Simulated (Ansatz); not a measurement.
## Ansatz run on a sheet of MgI2 (3 atoms in the cell): self-consistent single point

Method: LDA (PW92), default PAW files made with PBE (plane waves; Ansatz, an electronic-structure program).

This input was run:

Ansatz 0.2 input:
```yaml
# MgI2
crystal:
  lattice:
    - [4.098272, 0.000000, 0.000000]
    - [-2.049136, 3.549208, 0.000000]
    - [0.000000, 0.000000, 17.335116]
  atoms:
    - { symbol: Mg, position: [0.000000, 0.000000, 0.500000] }
    - { symbol: I, position: [0.333333, 0.666667, 0.596195] }
    - { symbol: I, position: [0.666667, 0.333333, 0.403805] }
basis:
  ecutwfc: 420.0 eV
kpoints:
  mp_grid:
    grid: [8, 8, 1]
hamiltonian:
  xc: lda
  pseudopotentials:
    kind: paw
scf:
  occupations:
    method: cold
    width: 0.136 eV
output:
  forces: true
  eigenvalues: true
  stress: true
```

Output (repeated stretches shortened):

```
WARN the atoms were moved onto the symmetric positions of the space group found under crystal.symmetry.tolerance 1.0e-5 (fractional …
WARN ansatz: RAYON_NUM_THREADS=1 ignored (pool sized by the plan → 1); use --threads N
Pseudopotentials: kind: paw
Pseudopotential: Mg, paw, valence charge 10
Pseudopotential: I, paw, valence charge 17
Crystal: 3 atoms, lattice volume = 252.150 Å³
Basis set: ecut = 420 eV, 4857 PW (Γ)
Bands: 27, of which v1, the nominal top of the filled ones, is band 22 counted from 1 (21 counted from 0)
Symmetry: 12 space group operations
Space group: P-3m1 (ITA 164), of the structure as read, at distance tolerance 6.3e-5 Å
k-points: 10 of 64
PAW frozen core: Mg, regenerated for the run's functional, and the local potential with it
PAW frozen core: I, regenerated for the run's functional, and the local potential with it
Initial density: superposition of atomic densities (neutral atoms: chi_scale 0, normalization atom), corrected by the library's trained network
Initial wavefunctions: pseudopotential atomic-orbital guess
Eigensolver: davidson
Functional: x = slater, c = lda
SCF iter   1: F=—  HF=-16616.433005 eV  |F-HF|=—  |Δ(HF+E_count)|=         —  Δρ=3.11e-3  dr2=9.85e-3  ethr=1.77e-3  ⟨swp⟩=11.3  Hψ=1608  notcnv=0
all-band conjugate gradients solve this SCF's bands
preconditioner: auto → Resta (q_TF=auto, 2.039 Å⁻¹)
SCF iter   2: F=—  HF=-16616.428797 eV  |F-HF|=—  |Δ(HF+E_count)|=   4.21e-3  S|Δr|=    0.00e0  Δρ=1.38e-3  dr2=2.45e-3  ethr=2.24e-5  ⟨swp⟩=2.0  Hψ=571  notcnv=0  defer=1
SCF iter   3: F=—  HF=-16616.428707 eV  |F-HF|=—  |Δ(HF+E_count)|=   8.95e-5  S|Δr|=    0.00e0  Δρ=2.91e-4  dr2=3.44e-4  ethr=5.56e-6  ⟨swp⟩=2.0  Hψ=373  notcnv=0  defer=1
SCF iter   4: F=—  HF=-16616.428675 eV  |F-HF|=—  |Δ(HF+E_count)|=   3.18e-5  S|Δr|=    0.00e0  Δρ=1.19e-4  dr2=5.21e-5  ethr=7.82e-7  ⟨swp⟩=2.3  Hψ=350  notcnv=0  defer=1
SCF iter   5: F=—  HF=-16616.428685 eV  |F-HF|=—  |Δ(HF+E_count)|=   9.89e-6  S|Δr|=    0.00e0  Δρ=3.16e-5  dr2=2.23e-6  ethr=1.18e-7  ⟨swp⟩=3.0  Hψ=479  notcnv=0  defer=4
SCF iter   6: F=—  HF=-16616.428687 eV  |F-HF|=—  |Δ(HF+E_count)|=   1.27e-6  S|Δr|=    0.00e0  Δρ=6.31e-6  dr2=1.53e-7  ethr=5.08e-9  ⟨swp⟩=2.1  Hψ=305  notcnv=0  defer=4
SCF iter   7: F=-16616.428687 eV  HF=-16616.428687 eV  |F-HF|=4.49e-9  |Δ(HF+E_count)|=   1.53e-7  S|Δr|=    0.00e0  Δρ=1.04e-6  dr2=3.55e-9  ethr=2.27e-10  ⟨swp⟩=12.3  Hψ=1393  notcnv=0
SCF 1 converged in 7 iterations: F = -16616.428687 eV  dr2 = 3.55e-9
SCF converged after 7 iterations
Stability not checked (fill_not_monotonic)
Free energy (F): -16616.428687 eV
Harris-Foulkes:  -16616.428687 eV  (|F-HF|=4.49e-9)
Internal energy: -16616.428687 eV  (E = F + TS)
E sigma→0 (E₀):  -16616.428687 eV
Fermi energy:    -0.137050 eV
Step filling:    the computed levels leave a gap of 3.5109 eV = 25.8 smearing widths
--- Per-component energies (eV) ---
  E_band       = -1423.378046
  E_kinetic    = 456.757432
  E_local      = -21952.445833  (includes V_loc(G=0)·N_el)
  E_nonlocal   = -74.720179
  E_hartree    = 10656.266028
  E_xc         = -283.801443
  E_vxc        = -295.300083  (∫ρ·V_xc dr)
  E_paw        = -9592.303678  (= ΣΔE_a)
  E_vpaw       = -870.204151  (= ΣTr[D̂ρ^β])
  E_aug_tail   = 0.000094  (compensation charges beyond the density's cutoff)
  E_ewald      = 4172.105983
  E_core_change = 1.712909  (= ΣΔE_core)
  E_smearing   = 0.000000  (= −TS)
  E_closure    = -0.000000  (closes the sum)
  Σ components = -16616.428687   (vs F -16616.428687, Δ=0.00e0)
--- Forces (eV/Å), atoms counted from 1 ---
  atom   1  Mg     0.00000000     0.00000000     0.00000000
  atom   2  I      0.00000000     0.00000000    -0.10862725
  atom   3  I      0.00000000    -0.00000000     0.10862725
  max |Σ_I F_I| component: 1.39e-17 eV/Å
--- Stress (GPa, compression-positive) ---
       -0.266775       0.000000       0.000000
        0.000000      -0.266775       0.000000
        0.000000       0.000000      -0.230214
  P = ⅓ Tr σ = -0.2546 GPa (-2.546 kbar)
  The stress holds the Pulay correction. Without it, at fixed plane waves, as pw.x and ABINIT print it: P = -0.2649 GPa
--- Band table (eV; the first three rows and the last of 10) ---
  k-point 0: bands = ["-76.3759", "-45.5392", "-45.5392", "-45.5388", "-45.5388", "-45.5291", "-45.5291", "-45.5287", "-45.5287", "-45.5238", "-45.5236", "-43.8015", "-43.8015", "-43.7989", "-14.1074", "-13.5576", "-5.1910", "-2.7838", "-2.2735", [...]
  k-point 1: bands = ["-76.3759", "-45.5391", "-45.5390", "-45.5388", "-45.5386", "-45.5292", "-45.5291", "-45.5287", "-45.5286", "-45.5237", "-45.5235", "-43.8018", "-43.8016", "-43.7988", "-14.0235", "-13.5046", "-5.1141", "-3.0661", "-2.6374", [...]
  k-point 2: bands = ["-76.3759", "-45.5390", "-45.5389", "-45.5386", "-45.5383", "-45.5293", "-45.5293", "-45.5288", "-45.5286", "-45.5235", "-45.5234", "-43.8023", "-43.8017", "-43.7986", "-13.8011", "-13.3764", "-5.0253", "-4.1358", "-3.4000", [...]
  k-point 9: bands = ["-76.3759", "-45.5386", "-45.5385", "-45.5382", "-45.5382", "-45.5293", "-45.5292", "-45.5291", "-45.5287", "-45.5231", "-45.5231", "-43.8028", "-43.8024", "-43.7982", "-13.2864", "-13.2170", "-5.3820", "-4.7199", "-4.3958", [...]
```

The run converged in 7 iterations.

The starting cell was generated: these elements placed on a structure prototype, without a prior relaxation; it need not be a known phase or ordering of this composition. Its lattice was rescaled in the plane by a random factor within 2.5 % of one. Spin-orbit coupling is off.
